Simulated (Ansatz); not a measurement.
Take WOF$_{4}$ (space group I4, No. 79; a = 7.2103 Å, c = 3.9344 Å; a cell from a computed database, its experimental status unchecked; made of chains) as the base.

Computed with DFT with PBEsol, PAW potentials and a 420 eV plane-wave cutoff in Ansatz (a program for electronic structure), no spin-orbit coupling.

One change was made to it. Results:

```
quantity             base     after
---------------  --------  --------
volume per atom  17.05 Å³  12.15 Å³
c/a ratio           0.546     0.636
```

**Question.** Which change produced these results?
A) pressure 0.9 GPa
B) pressure 4.5 GPa
C) pressure 2.1 GPa

**Answer.** B, pressure 4.5 GPa. For comparison, the volume per atom in the other runs: pressure 2.1 GPa gives 13.19 Å³; pressure 0.9 GPa gives 14.28 Å³.

Load acts through the strain it causes; cell and atoms are relaxed under it. Stability against distortions was not tested. No dispersion term is included in the PBEsol runs.
